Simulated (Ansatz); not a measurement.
Bond-angle distributions (per cent of the angles at each element, bins of 10°) of a relaxed model of amorphous Ge₁₉Se₃₈Ti at 4.60 g/cm³. Computed with PBE-D3(BJ), scalar-relativistic without spin-orbit coupling, PAW (Ansatz default set, large-core Se) (plane waves to 420 eV; Ansatz, a first-principles code).

The cell was made by melting and quenching with the CHGNet potential and then relaxed with DFT. The hot cell started wider than the set density and was brought back towards it in steps. It is the lowest in DFT energy of 3 quenches. It is a model cell: composition and starting density were chosen by hand, and all elements were melted together. The geometry includes D3(BJ) dispersion. Its density started from a set value of 4.26 and ended at 4.60 g/cm³. The quench (nominally 60 K/ps over its main leg) was far faster than any real one, so the model tends to hold more defects than a real film. A cell of this size samples the disorder only roughly. Volume and shape were free in the relaxation.

Cut-offs for bonds: Ge-Ge 2.85 Å, Ge-Se 2.88 Å, Ge-Ti 3.08 Å, Se-Se 2.76 Å, Se-Ti 3.08 Å, Ti-Ti 3.52 Å.

| angle (°) | at Ge | at Se |
|---|---|---|
| 50-60 | 0 | 3 |
| 60-70 | 0 | 3 |
| 70-80 | 1 | 3 |
| 80-90 | 8 | 40 |
| 90-100 | 26 | 17 |
| 100-110 | 27 | 21 |
| 110-120 | 31 | 5 |
| 120-130 | 4 | 2 |
| 130-140 | 1 | 2 |
| 140-150 | 1 | 2 |
| 150-160 | 0 | 0 |
| 160-170 | 0 | 2 |
| 170-180 | 0 | 0 |

They go with these counts of neighbours within the cut-offs, cation contacts included: Ge mean 3.6, most often 4; Se mean 2.3, most often 2.
